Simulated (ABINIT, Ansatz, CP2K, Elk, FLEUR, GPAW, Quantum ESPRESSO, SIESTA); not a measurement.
# KF (Fm-3m, 2 atoms in the cell) computed with different codes at matched settings

Self-consistent single point, at a second geometry (lattice scaled by 0.98). First geometry:

```
CELL_PARAMETERS angstrom
      0.00000     2.65627     2.65627
      2.65627     0.00000     2.65627
      2.65627     2.65627     0.00000
ATOMIC_POSITIONS crystal
  K  0.00000 0.00000 0.00000
  F  0.50000 0.50000 0.50000
```

Shared settings, as Ansatz (a quantum-chemistry and plane-wave program) writes them: kpoints.mp_grid.grid = 6 6 6; scf.occupations.method = fixed. Potentials and cutoffs stand in the table.

```
code                                                                                                                                model  ΔF from the first geometry (meV/atom)  pressure (GPa)  gap on the mesh (eV)           cutoff
----------------  -----------------------------------------------------------------------------------------------------------------------  -------------------------------------  --------------  --------------------  ---------------
GPAW                                                                                         PBE, GPAW PAW datasets PBE (gpaw-data 1.0.1)                                   22.7               –                 6.612           950 eV
SIESTA            GGA PBE, numerical atomic orbitals DZP, PseudoDojo PBE standard norm-conserving potentials (rewritten from UPF to PSML)                                    1.7            1.76                 5.978      grid 300 Ry
Quantum ESPRESSO                                                         PBE, PseudoDojo stringent norm-conserving (PBE) pseudopotentials                                   22.0            4.57                 6.631            85 Ry
Elk                                                          PBE, all-electron FP-LAPW, Elk's shipped species files, default APW+lo basis                                   36.5               –                 6.750          default
Ansatz                                                                                                                     PBE, PAW files                                   22.7            4.53                 6.613          default
FLEUR                                                                        PBE, all-electron FLAPW (FLEUR), scalar-relativistic valence                                   22.1               –                 6.776  Kmax 3.8 1/bohr
CP2K                                                              PBE, GPW, DZVP-MOLOPT-SR-GTH basis, GTH-PBE potentials (GTH_POTENTIALS)                                   24.6            5.04                 6.694      grid 550 Ry
ABINIT                                                           PBE, norm-conserving pseudopotentials (PseudoDojo nc-sr-05 PBE standard)                                   22.0            4.58                 6.631            42 Ha
```

A dash marks a value that a program does not give, or that is left out as unsure.

Gaps are read on the mesh.

The spread over the programs that give each value: ΔF from the first geometry within 34.8 meV/atom; pressure within 3.28 GPa; gap on the mesh within 0.798 eV.

SIESTA and CP2K use small atom-centred bases, whose incompleteness enters pressures, forces and empty levels differently from a plane-wave cutoff. Elk and FLEUR treat all electrons, but the usual bases taken here (sphere radii, linearisation, local orbitals, empty states) were not tested for convergence, so the values are no reference for the others. Ansatz's pressure is given at a fixed set of plane waves, as the other plane-wave codes print theirs; with its correction for the finite basis it is 4.70 GPa. The pressure of GPAW is left out: its cutoff lies under the one at which its stress was checked. In the pressure, SIESTA (by 2.82) lies more than 1 GPa from the median of the plane-wave programs. In the gap, SIESTA (by 0.644), Elk (by 0.128) and FLEUR (by 0.154) lie more than 0.12 eV from the median of the plane-wave programs.

The starting cell comes from a database of computed structures (which also holds hypothetical and non-ambient phases and stackings), without a prior relaxation at this level. Its lattice was rescaled by a random factor within 2.5 % of one. For this run, on top of that: lattice scaled by 0.98.

Keys are those of Ansatz 0.2.
